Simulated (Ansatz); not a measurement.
Seebeck coefficient (μV/K, mean over directions) of n-type monolayer GeSe against carrier density, PBE, rigid bands run with Ansatz (an electronic-structure program). Computed gap 1.15 eV; densities at which minority carriers matter at this gap, or further valleys turn the trend, are left out. Conductivity mass 0.199 mₑ (harmonic mean over directions), N_c = 8.0e12 cm⁻² at 300 K.

| electron density | 300 K | 500 K |
|---|---|---|
| 1.9e9 cm⁻² | -900 | -954 |
| 1.9e10 cm⁻² | … | -756 |
| 1.9e11 cm⁻² | -503 | -557 |
| 5.6e11 cm⁻² | … | -463 |
| 1.9e12 cm⁻² | -305 | … |
| 5.6e12 cm⁻² | -212 | -266 |
| 1.9e13 cm⁻² | -115 | -169 |
| 5.6e13 cm⁻² | -61 | -102 |
| 1.9e14 cm⁻² | -36 | -59 |

**Question.** Some entries are withheld; supply them.

**Answer.** 
- 1.9e10 cm⁻², 300 K: -702
- 5.6e11 cm⁻², 300 K: -409
- 1.9e12 cm⁻², 500 K: -359

Rigid bands with a gap fixed in temperature, one relaxation time for all states, no polarons or phonon drag, and whether or not such doping can be reached. Spin-orbit coupling is left out.
